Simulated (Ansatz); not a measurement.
Os (model structure, started from the diamond type, Fd-3m, No. 227, 2 atoms in the cell) was calculated with r²SCAN (Ansatz, a first-principles code, plane waves, PAW).

Input file:

Ansatz 0.2 input:
```yaml
crystal:
  lattice:
    - [0.0, 2.7770524065, 2.7770524065]
    - [2.7770524065, 0.0, 2.7770524065]
    - [2.7770524065, 2.7770524065, 0.0]
  atoms:
    - { symbol: Os, position: [0.25, 0.25, 0.25] }
    - { symbol: Os, position: [0.0, 0.0, 0.0] }
basis:
  ecutwfc: 560
  ecutrho_ratio: 4
  xc_grid: 3
kpoints:
  mp_grid: { grid: [18, 18, 18] }
hamiltonian:
  xc: r2scan
  dispersion: none
  pseudopotentials: { kind: paw }
scf:
  occupations: { method: fermi_dirac, width: 0.05 }
output:
  forces: true
  stress: true
  eigenvalues: true
relax:
  f_tol: 0.004
  escape_saddle: false
  max_steps: 80
```

From the output:

```
WARN output.stress: scf.convergence.dr2_threshold = 1e-7 eV (the SCF's general default) is looser than the 2e-10 eV advised for a printed stress (1e-10 eV for …
Relaxation: its limit of steps is 80 (relax.max_steps)
Crystal: 2 atoms, lattice volume = 42.833 Å³
Basis set: ecut = 560 eV, 1243 PW (Γ), exchange–correlation on 96×96×96 points (27 copies of the dense FFT grid, shifted against one another)
Bands: 20, of which v1, the nominal top of the filled ones, is band 16 counted from 1 (15 counted from 0)
Symmetry: 48 space group operations
Space group: Fd-3m (ITA 227), of the structure as read, at distance tolerance 3.5e-5 Å
k-points: 195 of 5832
Functional: x = r2scan, c = r2scan; τ floored in thin density (d = 2e-4 eV/Å³)
SCF iter   1: F=—  HF=-22792.713667 eV  |F-HF|=—  |Δ(HF+E_count)|=         —  Δρ=1.50e-2  dr2=1.17e-1  dr2_τ=6.10e-2
SCF iter   2: F=—  HF=-22792.699255 eV  |F-HF|=—  |Δ(HF+E_count)|=   1.44e-2  Δρ=7.24e-3  dr2=3.09e-2  dr2_τ=2.22e-3
  ...
SCF 1 converged in 7 iterations: F = -22792.695822 eV  dr2 = 1.96e-9
relax step   1: F+E_penalty+E_count = -22792.69582155 eV  Δ(F+E_penalty+E_count) = +0.000e0 eV  max|allowed force component| = 2.313e-17 eV/Å  Δτ_max = 0.0000 Å  (7 SCF iters, accepted)
Crystal: 2 atoms, lattice volume = 42.833 Å³
Initial density: handed on by an earlier stage of this run
SCF iter   1: F=—  HF=-22792.695822 eV  |F-HF|=—  |Δ(HF+E_count)|=         —  Δρ=2.87e-6  dr2=1.96e-9  dr2_τ=3.80e-10
SCF iter   2: F=-22792.695822 eV  HF=-22792.695822 eV  |F-HF|=2.50e-9  |Δ(HF+E_count)|=   3.28e-9  Δρ=1.89e-6  dr2=8.74e-10  dr2_τ=3.20e-11
SCF 2 converged in 2 iterations: F = -22792.695822 eV  dr2 = 8.74e-10
SCF converged after 2 iterations
Free energy (F): -22792.695822 eV
Internal energy: -22792.682989 eV  (E = F + TS)
E sigma→0 (E₀):  -22792.689406 eV
Fermi energy:    15.064716 eV
--- Forces (eV/Å), atoms counted from 1 ---
  atom   1  Os    -0.00000000     0.00000000    -0.00000000
  atom   2  Os     0.00000000     0.00000000     0.00000000
--- Stress (GPa, compression-positive) ---
       -4.199954       0.000000      -0.000000
        0.000000      -4.199954      -0.000000
        0.000000      -0.000000      -4.199954
  P = ⅓ Tr σ = -4.2000 GPa (-42.000 kbar)
```

The cell is one volume of an energy–volume scan, off the minimum.

The PAW data were made under PBE.

Note: the run has no spin polarisation, so it can have missed a magnetic state. Note: the relaxation could raise the start's symmetry but not lower it, so the cell can be a saddle point.

The result took about 50 core-seconds (a rough figure).

A model structure was made by putting elements into a prototype or built by hand; it is no filed structure, need not be a known phase, and can be a saddle point held by its symmetry.
